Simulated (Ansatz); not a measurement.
Results of LDA (Ansatz, a first-principles code, PAW) for L1₂ (Cu3Au-type) Ni3Si.

Settings: plane-wave cutoff 520 eV, 18×18×18 k mesh, Fermi–Dirac smearing 0.022 eV (set by the program), no spin polarisation, scalar-relativistic PAW data made under PBE.

Cell (relaxed at this level):

```xyz
4
Lattice="3.4280 0.0000 0.0000 0.0000 3.4280 0.0000 0.0000 0.0000 3.4280" Properties=species:S:1:pos:R:3 pbc="T T T"
Si     0.0000     0.0000     0.0000
Ni     0.0000     1.7140     1.7140
Ni     1.7140     0.0000     1.7140
Ni     1.7140     1.7140     0.0000
```

Problem. Estimate the Young modulus, Poisson ratio, elastic constant C44, Voigt–Reuss–Hill bulk modulus, elastic constant C11 and elastic constant C12 that the calculation returns.

Solution. 
- Young modulus: 318 GPa
- Poisson ratio: 0.296
- elastic constant C44: 155 GPa
- Voigt–Reuss–Hill bulk modulus: 259 GPa
- elastic constant C11: 375 GPa
- elastic constant C12: 202 GPa

Elastic constants are with the ions relaxed.

Static lattice: no zero-point or thermal effects.
